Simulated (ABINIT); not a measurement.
ABINIT run on KCl (Fm-3m, 2 atoms in the cell): self-consistent single point.

Computed with PBE, PAW (JTH v2.0 PBE PAW) (plane waves; ABINIT).

The change in words: lattice scaled by 0.98. Reference geometry:
```
KCl
1.0
    0.00000     3.14500     3.14500
    3.14500     0.00000     3.14500
    3.14500     3.14500     0.00000
K Cl
1 1
Cartesian
  0.00000   0.00000   0.00000
  3.14500   3.14500   3.14500
```

Reference input (self-consistent single point, DFT, PBE, plane waves, PAW (JTH v2.0 PBE PAW)): pseudos = [K.GGA_PBE-JTH.xml, Cl.GGA_PBE-JTH.xml]; ecut = 707 eV; pawecutdg = 1415 eV; pawxcdev = 0; occopt = 3; tsmear = 0.00183747 Ha; ngkpt = 6 6 6; nshiftk = 1; shiftk = 0 0 0; potentials = JTH v2.0 PBE PAW; nband = 13; kptopt = 1. This run's input differs from it in these lines:

```diff
@@ -5,5 +5,5 @@
 rprim
-         0.0000000000    3.1450000000    3.1450000000
-         3.1450000000    0.0000000000    3.1450000000
-         3.1450000000    3.1450000000    0.0000000000
+         0.0000000000    3.0821000000    3.0821000000
+         3.0821000000    0.0000000000    3.0821000000
+         3.0821000000    3.0821000000    0.0000000000
 natom 2
@@ -14,3 +14,3 @@
          0.0000000000    0.0000000000    0.0000000000
-         5.9431886619    5.9431886619    5.9431886619
+         5.8243248887    5.8243248887    5.8243248887
 ecut 707 eV
```

Output (repeated stretches shortened):

```
--- !BeginCycle
solver: {iscf: 17, nstep: 60, nline: 4, wfoptalg: 10, }
tolerances: {tolvrs: 1.00E-11, }
...

     iter   Etot(hartree)      deltaE(h)  residm     nres2
 ETOT  1  -43.710960540219    -4.371E+01 1.008E-01 5.492E+00
 ETOT  2  -43.788316955843    -7.736E-02 1.011E-02 2.046E+00
 ETOT  3  -43.786472807289     1.844E-03 2.843E-03 5.784E-01
 ETOT  4  -43.786491199484    -1.839E-05 1.591E-03 2.224E-02
 ETOT  5  -43.786658062998    -1.669E-04 1.593E-03 1.742E-03
   [... 6 lines left out ...]
 ETOT 12  -43.786673789232     9.258E-12 2.932E-06 1.879E-10
 ETOT 13  -43.786673789234    -2.032E-12 1.374E-06 3.021E-10
 ETOT 14  -43.786673789234     2.274E-13 1.191E-06 2.626E-11
 ETOT 15  -43.786673789235    -6.679E-13 1.314E-06 6.904E-13
 At SCF step   15       nres2   =  6.90E-13 < tolvrs=  1.00E-11 =>converged.

 Cartesian components of stress tensor (hartree/bohr^3)
  sigma(1 1)= -7.67028602E-05  sigma(3 2)=  0.00000000E+00
  sigma(2 2)= -7.67028602E-05  sigma(3 1)=  0.00000000E+00
  sigma(3 3)= -7.67028602E-05  sigma(2 1)=  0.00000000E+00

 ----iterations are completed or convergence reached----

 reduced coordinates (array xred) for    2 atoms
       0.000000000000      0.000000000000      0.000000000000
       0.500000000000      0.500000000000      0.500000000000
 cartesian forces (eV/Angstrom) at end:
    1     -0.00000000000000    -0.00000000000000    -0.00000000000000
    2     -0.00000000000000    -0.00000000000000    -0.00000000000000
 frms,max,avg= 0.0000000E+00 0.0000000E+00   0.000E+00  0.000E+00  0.000E+00 e/A
   [... lines left out ...]
 Fermi (or HOMO) energy (eV) =   2.78555   Average Vxc (eV)=  -7.85296
   [... lines left out ...]
'-kT*entropy'       :  1.25439546998136E-15
total_energy        : -4.37866739967735E+01
total_energy_eV     : -1.19149599407888E+03
...

-Cartesian components of stress tensor (GPa)         [Pressure=  2.2567E+00 GPa]
- sigma(1 1)= -2.25667568E+00  sigma(3 2)=  0.00000000E+00
- sigma(2 2)= -2.25667568E+00  sigma(3 1)=  0.00000000E+00
- sigma(3 3)= -2.25667568E+00  sigma(2 1)=  0.00000000E+00

 Calculation completed.
```

The run converged in 15 iterations. Against the reference run the free energy goes up by 17.5 meV/atom, the pressure goes from 0.89 to 2.26 GPa and the gap on the mesh goes from 5.192 to 5.409 eV.

The starting cell has typed, rounded lattice constants, without a prior relaxation at this level. For this run, on top of that: lattice scaled by 0.98.

Cost on one core of a shared machine: roughly 60 s.
